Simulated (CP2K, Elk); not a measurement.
An Elk input for a self-consistent single point of Li₂S (Fm-3m, 3 atoms in the cell) (DFT, PBE, all-electron FP-LAPW, Elk's shipped species files, APW+lo basis with extra local orbitals):

```
tasks
  0

xctype
  20

rgkmax
  8.0

gmaxvr
  14.0

nxlo
  2

lorbcnd
  .true.

lmaxi
  2

stype
  3

swidth
  0.000734986

scale
  7.576924673

avec
    0.0000000000    0.7071067812    0.7071067812
    0.7071067812    0.0000000000    0.7071067812
    0.7071067812    0.7071067812    0.0000000000

atoms
  2   : nspecies
  'Li.in'   : spfname
  2   : natoms; atposl, bfcmt below
  0.7500000000  0.7500000000  0.7500000000    0.0 0.0 0.0
  0.2500000000  0.2500000000  0.2500000000    0.0 0.0 0.0
  'S.in'   : spfname
  1   : natoms; atposl, bfcmt below
  0.0000000000  0.0000000000  0.0000000000    0.0 0.0 0.0

ngridk
  7 7 7
```

### Question
Write the same calculation as an input for CP2K.

### Answer
One input that does it (others would too):

```
&GLOBAL
  PROJECT li2s
  RUN_TYPE ENERGY_FORCE
  PRINT_LEVEL MEDIUM
&END GLOBAL
&FORCE_EVAL
  METHOD Quickstep
  STRESS_TENSOR ANALYTICAL
  &DFT
    BASIS_SET_FILE_NAME BASIS_MOLOPT_UZH
    POTENTIAL_FILE_NAME POTENTIAL_UZH
    &QS
      METHOD GPW
      EPS_DEFAULT 1E-10
    &END QS
    &MGRID
      CUTOFF 400
      REL_CUTOFF 50
      NGRIDS 4
    &END MGRID
    &SCF
      SCF_GUESS ATOMIC
      EPS_SCF 1E-6
      MAX_SCF 100
      ADDED_MOS 4
      &DIAGONALIZATION
        ALGORITHM STANDARD
      &END DIAGONALIZATION
      &MIXING
        METHOD BROYDEN_MIXING
        ALPHA 0.4
        NBUFFER 8
        BETA 1
      &END MIXING
      &SMEAR ON
        METHOD FERMI_DIRAC
        ELECTRONIC_TEMPERATURE [K] 232.09
      &END SMEAR
    &END SCF
    &KPOINTS
      SCHEME MONKHORST-PACK 7 7 7
    &END KPOINTS
    &XC
      &XC_FUNCTIONAL PBE
      &END XC_FUNCTIONAL
    &END XC
    &PRINT
      &MO
        EIGENVALUES T
        OCCUPATION_NUMBERS T
        NDIGITS 8
        FILENAME mo
        &EACH
          QS_SCF 0
        &END EACH
        ADD_LAST NUMERIC
      &END MO
      &MULLIKEN ON
      &END MULLIKEN
    &END PRINT
  &END DFT
  &SUBSYS
    &CELL
      A 4.00953600 0.00000000 0.00000000
      B 2.00476800 3.47236000 0.00000000
      C 2.00476800 1.15745300 3.27377200
      PERIODIC XYZ
    &END CELL
    &COORD
      SCALED
      Li       0.75000000     0.75000000     0.75000000
      Li       0.25000000     0.25000000     0.25000000
      S        0.00000000     0.00000000     0.00000000
    &END COORD
    &KIND Li
      BASIS_SET DZVP-MOLOPT-PBE-GTH-q3
      POTENTIAL GTH-PBE-q3
    &END KIND
    &KIND S
      BASIS_SET DZVP-MOLOPT-PBE-GTH-q6
      POTENTIAL GTH-PBE-q6
    &END KIND
  &END SUBSYS
  &PRINT
    &FORCES ON
    &END FORCES
    &STRESS_TENSOR ON
    &END STRESS_TENSOR
  &END PRINT
&END FORCE_EVAL
```

Basis, cutoffs, solver keys and any potentials are the target program's own. This input uses DFT PBE, GPW, DZVP-MOLOPT-PBE-GTH basis, GTH-PBE potentials (POTENTIAL_UZH). Both were run: gap on the mesh 3.483 eV in Elk and 3.848 in CP2K.

On CP2K: the starting cell comes from a database of computed structures (which also holds hypothetical and non-ambient phases and stackings), without a prior relaxation at this level. Values carry the incompleteness of an atom-centred basis.

On Elk: the starting cell comes from a database of computed structures (which also holds hypothetical and non-ambient phases and stackings), without a prior relaxation at this level. Values depend on the basis (sphere radii, cutoffs, local orbitals), which need not be converged.
